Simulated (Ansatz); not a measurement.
The starting structures come from a database of crystals and need not be the phases stable at ambient conditions.

# Evanescent states of In₂O₃ (R-3c, corundum, not sure to be the ambient phase, 10 atoms a cell, 12.8 Å³ an atom) along the normal of (001)

Computed with r2SCAN (plane waves, PAW; Ansatz, an electronic-structure program).

The gap is the functional's own. No spin-orbit coupling. Mid-gap values are interpolated on the energy grid.

Energies count from the valence-band top; κ is the least over a 6×6 mesh across the current.

```csv
E (eV),κ (1/Å),where
0.05,0.143,Γ
0.15,0.151,Γ
0.25,0.157,Γ
0.35,0.162,Γ
0.45,0.165,Γ
0.55,0.167,Γ
0.65,0.167,Γ
0.75,0.166,Γ
0.85,0.164,Γ
0.95,0.160,Γ
1.05,0.155,Γ
1.15,0.148,Γ
1.25,0.140,Γ
1.35,0.129,Γ
1.45,0.115,Γ
1.55,0.098,Γ
1.65,0.073,Γ
1.75,0.028,Γ
```

Problem. How thick must the barrier be to attenuate the transmission by 10^8 when the electrodes' Fermi level lies at 1.65 eV, and what attenuation does that film give at 1.25 eV?

Solution. d = 8 ln 10 / (2 × 0.073) = 126.2 Å. At 1.25 eV it gives 8 × 0.140/0.073 = 15.3 decades.
